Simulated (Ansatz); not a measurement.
Reference: GaN (P6_3mc), r2SCAN, rigid bands (plane waves, PAW, scalar-relativistic; Ansatz, a program for electronic structure); geometry: cell and atoms relaxed with PBEsol.

```xyz
4
Lattice="3.1826 0.0000 0.0000 -1.5913 2.7562 0.0000 0.0000 0.0000 5.1855" Properties=species:S:1:pos:R:3 pbc="T T T"
Ga     1.5913     0.9187     2.5885
Ga     0.0000     1.8375     5.1813
N      1.5913     0.9187     4.5415
N      0.0000     1.8375     1.9487
```

- band gap = 2.35 eV
- electron conductivity mass = 0.193 mₑ
- hole conductivity mass = 1.51 mₑ
- Seebeck coefficient, n-type 1e19 cm⁻³ = -111 μV/K

Task: Replace Ga by Al on the same sites and relax. What happens?

Result: AlN (P6_3mc): volume per atom 11.4 to 10.5 Å³; band gap rises (2.35 eV to 4.82 eV); electron conductivity mass rises (0.193 mₑ to 0.31 mₑ); hole conductivity mass falls (1.51 mₑ to 1.00 mₑ); Seebeck coefficient, n-type 1e19 cm⁻³ rises in size (-111 μV/K to -159 μV/K).

Moves up to 5 % count as about the same. Masses are for dilute carriers at 300 K, harmonic means over directions unless an axis is named. Seebeck coefficients are for the stated density at 300 K, with one relaxation time for all states and whether or not that doping can be reached. Spin-orbit coupling is left out.
